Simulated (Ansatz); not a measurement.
Consider HgF$_{2}$ in the fluorite structure (space group Fm-3m, No. 225; a = 5.539 Å). Axes: x, y, z lie along the cube axes.

Computed with PBEsol/PAW in Ansatz (an electronic-structure program), scalar-relativistic without spin-orbit coupling.

Strains are applied to the cell and any free atomic positions relax; under biaxial strain the out-of-plane vector relaxes too.

One change was made to it. Results:

The energy goes up by 0.6 meV/atom; the band gap decreases by 0.025 eV to 0.77 eV; the shortest interatomic distance drops by 0.019 Å, from 2.398 Å to 2.379 Å.

Problem. Which change produced these results?
A) biaxial strain −1.25 %, plane normal [111], relaxed out of plane
B) biaxial strain +2.50 %, plane normal [111], relaxed out of plane
C) biaxial strain −2.50 %, plane normal [111], relaxed out of plane
D) biaxial strain +1.25 %, plane normal [111], relaxed out of plane

Solution. A, biaxial strain −1.25 %, plane normal [111], relaxed out of plane. For comparison, the shortest interatomic distance in the other runs: biaxial strain −2.50 %, plane normal [111], relaxed out of plane gives 2.362 Å; biaxial strain +2.50 %, plane normal [111], relaxed out of plane gives 2.300 Å; biaxial strain +1.25 %, plane normal [111], relaxed out of plane gives 2.349 Å.

With Hg present, leaving out spin-orbit coupling can change the band edges. Stability against distortions was not tested.
